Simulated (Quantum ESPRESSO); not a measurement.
Worked example: self-consistent single point of P (P1, 4 atoms in the cell) in Quantum ESPRESSO.

Level of theory: LDA (PZ), PSlibrary PAW (LDA) pseudopotentials (plane waves; Quantum ESPRESSO).

```yaml
crystal:
  lattice:
    - [1.64775, -5.46504, 0.00000]
    - [1.64775, 5.46504, 0.00000]
    - [0.00000, 0.00000, 4.54364]
  atoms:
    - { symbol: P, position: [0.40174, 0.59871, 0.91709] }
    - { symbol: P, position: [0.59638, 0.40625, 0.08942] }
    - { symbol: P, position: [0.10230, 0.91071, 0.41157] }
    - { symbol: P, position: [0.89958, 0.08433, 0.58192] }
```

Reference input (self-consistent single point, DFT, LDA (PZ), plane waves, PSlibrary PAW (LDA) pseudopotentials): ecutwfc = 40 Ry; ecutrho = 240 Ry; occupations = smearing; smearing = methfessel-paxton; degauss = 0.0073499 Ry; potentials = {P: P.pz-n-kjpaw_psl.1.0.0.UPF}; K_POINTS = automatic 8 8 6 0 0 0; conv_thr = 1e-11 Ry; mixing_beta = 0.5. This run's input differs from it in these lines:

```diff
@@ -12,4 +12,4 @@
    ntyp = 1,
-   ecutwfc = 40,
-   ecutrho = 240,
+   ecutwfc = 20,
+   ecutrho = 120,
    occupations = 'smearing',
```

Output (repeated stretches shortened):

```
     Self-consistent Calculation

     iteration #  1     ecut=    20.00 Ry     beta= 0.50

     Threshold (ethr) on eigenvalues was too large:
     Diagonalizing with lowered threshold

     total energy              =    -213.03210032 Ry
     estimated scf accuracy    <       0.05958453 Ry

     iteration #  2     ecut=    20.00 Ry     beta= 0.50

     WARNING: integrated charge=    19.99988665, expected=    20.00000000

     total energy              =    -213.03110511 Ry
     estimated scf accuracy    <       0.01032079 Ry

     iteration #  3     ecut=    20.00 Ry     beta= 0.50

     WARNING: integrated charge=    19.99964826, expected=    20.00000000

     total energy              =    -213.03205035 Ry
     estimated scf accuracy    <       0.00030457 Ry

   [... 7 blocks of this kind left out ...]

     iteration # 11     ecut=    20.00 Ry     beta= 0.50

     WARNING: integrated charge=    19.99953484, expected=    20.00000000

     total energy              =    -213.03216143 Ry
     estimated scf accuracy    <          8.6E-11 Ry

     iteration # 12     ecut=    20.00 Ry     beta= 0.50
     End of self-consistent calculation

     Number of k-points >= 100: set verbosity='high' to print the bands.

     the Fermi energy is     6.6262 ev

     WARNING: integrated charge=    19.99953484, expected=    20.00000000

!    total energy              =    -213.03216144 Ry
     estimated scf accuracy    <          9.1E-13 Ry
     smearing contrib. (-TS)   =       0.00000997 Ry
     internal energy E=F+TS    =    -213.03217141 Ry

     convergence has been achieved in  12 iterations

     Forces acting on atoms (cartesian axes, Ry/au):

     atom    1 type  1   force =    -0.00769008   -0.00403800   -0.01631584
     atom    2 type  1   force =     0.00533769    0.00146263   -0.01039296
     atom    3 type  1   force =    -0.00910977   -0.02129468    0.00924839
     atom    4 type  1   force =     0.01146216    0.02387005    0.01746042

     Total force =     0.045916     Total SCF correction =     0.000001

          total   stress  (Ry/bohr**3)                   (kbar)     P=      -28.15
  -0.00023589   0.00002495  -0.00007152          -34.70        3.67      -10.52
   0.00002495  -0.00007212   0.00000607            3.67      -10.61        0.89
  -0.00007152   0.00000607  -0.00026613          -10.52        0.89      -39.15

   JOB DONE.
```

The run converged in 12 iterations. Against the reference run the free energy goes up by 27.5 meV/atom, the pressure goes from -2.27 to -2.82 GPa, the largest force hardly changes (0.809 to 0.816 eV/Å) and the gap on the mesh moves little (0.196 to 0.197 eV). The full log also holds: “WARNING: integrated charge=    19.99988665, expected=    20.00000000”. The full log also holds: “WARNING: integrated charge=    19.99964826, expected=    20.00000000”.

The starting cell comes from a database of computed structures (which also holds hypothetical and non-ambient phases and stackings), without a prior relaxation at this level. Its atoms were displaced at random from the sites of space group no. 64. At the lowered cutoff the pressure carries the error of an incomplete plane-wave basis.

Cost on one core of a shared machine: roughly 90 s.
